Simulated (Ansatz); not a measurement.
## Pressure series in ZrO2

The parent structure is ZrO2 (space group Pnma, No. 62; a = 7.646 Å, b = 3.425 Å, c = 5.394 Å; a cell from a computed database, its experimental status unchecked).

Cell and atoms are relaxed at each pressure.

Computed with PBEsol (Ansatz, a first-principles code, PAW, spin-orbit coupling left out).

Notes on the quantities. enthalpy: H = E + PV relative to the base's energy.

```json
[
 {"change": "base", "band gap": "4.14 eV", "smallest direct gap": "4.32 eV", "volume per atom": "11.77 Å³", "width of the top valence band": "0.50 eV", "enthalpy": "–"},
 {"change": "pressure −2 GPa", "band gap": "4.12 eV", "smallest direct gap": "4.31 eV", "volume per atom": "11.92 Å³", "width of the top valence band": "0.47 eV", "enthalpy": "-0.15 eV/atom"},
 {"change": "pressure −1 GPa", "band gap": "4.13 eV", "smallest direct gap": "4.32 eV", "volume per atom": "11.84 Å³", "width of the top valence band": "0.49 eV", "enthalpy": "-0.07 eV/atom"},
 {"change": "pressure 0.3 GPa", "band gap": "4.14 eV", "smallest direct gap": "4.32 eV", "volume per atom": "11.75 Å³", "width of the top valence band": "0.50 eV", "enthalpy": "+0.02 eV/atom"},
 {"change": "pressure 0.7 GPa", "band gap": "4.15 eV", "smallest direct gap": "4.32 eV", "volume per atom": "11.72 Å³", "width of the top valence band": "0.51 eV", "enthalpy": "+0.05 eV/atom"},
 {"change": "pressure 1.5 GPa", "band gap": "4.16 eV", "smallest direct gap": "4.33 eV", "volume per atom": "11.67 Å³", "width of the top valence band": "0.52 eV", "enthalpy": "+0.11 eV/atom"},
 {"change": "pressure 3 GPa", "band gap": "4.18 eV", "smallest direct gap": "4.33 eV", "volume per atom": "11.57 Å³", "width of the top valence band": "0.53 eV", "enthalpy": "+0.22 eV/atom"},
 {"change": "pressure 5 GPa", "band gap": "4.20 eV", "smallest direct gap": "4.33 eV", "volume per atom": "11.44 Å³", "width of the top valence band": "0.55 eV", "enthalpy": "+0.36 eV/atom"},
 {"change": "pressure 7.5 GPa", "band gap": "4.22 eV", "smallest direct gap": "4.32 eV", "volume per atom": "11.29 Å³", "width of the top valence band": "0.55 eV", "enthalpy": "+0.54 eV/atom"},
 {"change": "pressure 10 GPa", "band gap": "4.24 eV", "smallest direct gap": "4.32 eV", "volume per atom": "11.15 Å³", "width of the top valence band": "0.54 eV", "enthalpy": "+0.71 eV/atom"}
]
```

Load acts through the strain it causes; cell and atoms are relaxed under it. Whether these cells are dynamically stable was not tested. No other phases were tried under pressure. This is not the structure that ZrO2 has at room temperature and ambient pressure.
